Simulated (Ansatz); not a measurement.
Consider this model of amorphous Zn12Sb12Te36.

```xyz
60
Lattice="12.5507 -0.0631 0.8178 -0.0631 11.4536 -0.2177 0.8178 -0.2177 12.8714" Properties=species:S:1:pos:R:3 pbc="T T T"
Zn     6.1481     2.1367     4.5625
Zn     9.2695     0.7045     7.2236
Zn     9.6770     3.7148     9.0382
Zn     7.2460     1.4388    10.2307
Zn     2.8280     5.8384     5.4705
Zn     2.5198     2.7924     7.5867
Zn     8.5671     7.7754     3.2773
Zn     2.3737    11.3277     0.0557
Zn     6.2959     4.9687     7.2628
Zn     3.5706    10.1885     4.8660
Zn     9.5181     7.5208     7.1131
Zn     4.2631     4.2262    10.4910
Sb    10.6428     8.0804    12.2328
Sb    12.8721     6.0467    10.5274
Sb    11.0319     4.1066     1.3942
Sb     3.6326     4.3593     1.3209
Sb     7.2347     6.1902    11.4114
Sb    12.1325     0.9501    10.9837
Sb     0.2791     1.4642     3.3554
Sb    11.8767    10.3161     7.0456
Sb     0.3175     8.5226     0.6353
Sb     6.2559     9.0050     7.3204
Sb     2.8545    10.7376     8.6936
Sb     4.7430     7.9460     2.8337
Te    10.8535    10.4754     0.9079
Te     1.6267     5.8193     3.0722
Te     3.3645     8.1887     6.5645
Te    11.8894     4.2137     4.5935
Te     7.0000     9.6896     2.2088
Te     7.8866     9.0922    12.1757
Te     8.6555     2.4161     1.4386
Te     2.1811     5.2618    11.7174
Te     3.7567     7.2856     0.2775
Te     6.3060     3.3412    11.8659
Te     5.8294     5.3026     2.8765
Te     0.9344     4.8961     7.1958
Te     8.8682     6.2344     1.1347
Te    11.4969     1.8602     8.3063
Te     1.8556    10.1842     2.4783
Te     9.0077     9.9002     8.3122
Te     5.7205    10.7216     9.7103
Te    10.8625     8.9138     3.8615
Te     8.5574     3.2240     4.3977
Te     2.6592     1.9453    10.0452
Te    11.2445     3.7939    11.4275
Te     4.2757     1.6986     2.7467
Te     6.1374    10.9084     5.0201
Te     9.3375     0.6699    11.7484
Te     9.6359     6.2860     9.4228
Te     7.5680     2.6746     7.9461
Te     7.5587     6.7163     5.5764
Te     5.3493     6.4427     9.2102
Te     2.8220     9.1793    11.1947
Te     1.9707     0.5586     6.0675
Te     4.3996     3.7114     5.9477
Te    11.9487     7.5014     6.0883
Te     0.7774     1.9774     0.5891
Te     9.8436     0.6600     4.6163
Te     4.9758     0.3963     0.3540
Te    12.5475     9.5943     9.6828
```

All values below come from PBE-D3(BJ), scalar-relativistic without spin-orbit coupling, PAW (Ansatz default set, large-core Te) (plane waves to 420 eV; Ansatz, a quantum-chemistry and plane-wave program).

A CHGNet melt-quench gave the starting glass, which DFT then relaxed. The hot cell started wider than the set density and was brought back towards it in steps. It is the lowest in DFT energy of 3 quenches. It is a model cell: composition and starting density were chosen by hand, and all elements were melted together. The geometry includes D3(BJ) dispersion. Its density started from a set value of 6.05 and ended at 6.17 g/cm³. Cooling (nominally 99 K/ps over its main leg) ran many orders faster than in experiment, which tends to leave more defects and strain. One small periodic cell is one sample of the glass; other quenches scatter about these values. Volume and shape were free in the relaxation. On a 2×2×2 Γ-centred mesh force components of up to 0.17 eV/Å stay, since the relaxation ran on one k-point at (1/4, 1/4, 1/4).

Neighbours within Zn-Zn 2.93 Å, Zn-Sb 3.13 Å, Zn-Te 3.08 Å, Sb-Sb 3.34 Å, Sb-Te 3.42 Å, Te-Te 3.31 Å count as bonded.

### Question
Give the coordination numbers, mean bond lengths and angles.

### Answer

| Property | Result |
|---|---|
| Mean coordination of Zn | 4.00 (12 with 4) |
| Mean coordination of Sb | 4.58 (3 with 3, 1 with 4, 6 with 5, 2 with 6) |
| Mean coordination of Te | 3.31 (4 with 2, 18 with 3, 13 with 4, 1 with 5) |
| Mean Sb-Te bond | 3.034 Å (spread 0.145 Å, 55 counted) |
| Mean Zn-Te bond | 2.681 Å (spread 0.070 Å, 48 counted) |
| Mean Te-Te bond | 2.945 Å (spread 0.120 Å, 8 counted) |
| Bond angle at Zn | mean 109.2°, spread 12.9° |
| Bond angle at Sb | mean 103.8°, spread 29.5° |
| Bond angle at Te | mean 103.6°, spread 22.9° |

### Question
List the pairs of like atoms that count as bonded by the rules above.

### Answer
Te26-Te28 (2.85 Å), Te29-Te30 (2.93 Å), Te29-Te47 (3.18 Å), Te31-Te48 (2.99 Å), Te31-Te43 (3.07 Å), Te42-Te56 (2.85 Å), Te43-Te58 (2.88 Å), Te46-Te59 (2.81 Å).

### Question
What Bader charges do the atoms carry, from a run on one k-point at (1/4, 1/4, 1/4)?

### Answer
Means (range): Zn +0.47 e (+0.44 to +0.50), Sb +0.49 e (+0.37 to +0.58), Te -0.32 e (-0.51 to -0.08).
```csv
atom,charge (e)
Zn1,+0.48
Zn2,+0.46
Zn3,+0.49
Zn4,+0.46
Zn5,+0.48
Zn6,+0.47
Zn7,+0.46
Zn8,+0.46
Zn9,+0.50
Zn10,+0.47
Zn11,+0.44
Zn12,+0.46
Sb13,+0.37
Sb14,+0.45
Sb15,+0.53
Sb16,+0.53
Sb17,+0.53
Sb18,+0.57
Sb19,+0.50
Sb20,+0.49
Sb21,+0.48
Sb22,+0.58
Sb23,+0.51
Sb24,+0.40
Te25,-0.27
Te26,-0.23
Te27,-0.49
Te28,-0.17
Te29,-0.08
Te30,-0.11
Te31,-0.10
Te32,-0.43
Te33,-0.25
Te34,-0.38
Te35,-0.30
Te36,-0.40
Te37,-0.31
Te38,-0.40
Te39,-0.43
Te40,-0.44
Te41,-0.40
Te42,-0.19
Te43,-0.19
Te44,-0.40
Te45,-0.31
Te46,-0.25
Te47,-0.40
Te48,-0.32
Te49,-0.46
Te50,-0.51
Te51,-0.49
Te52,-0.37
Te53,-0.35
Te54,-0.44
Te55,-0.48
Te56,-0.18
Te57,-0.40
Te58,-0.13
Te59,-0.17
Te60,-0.34
```
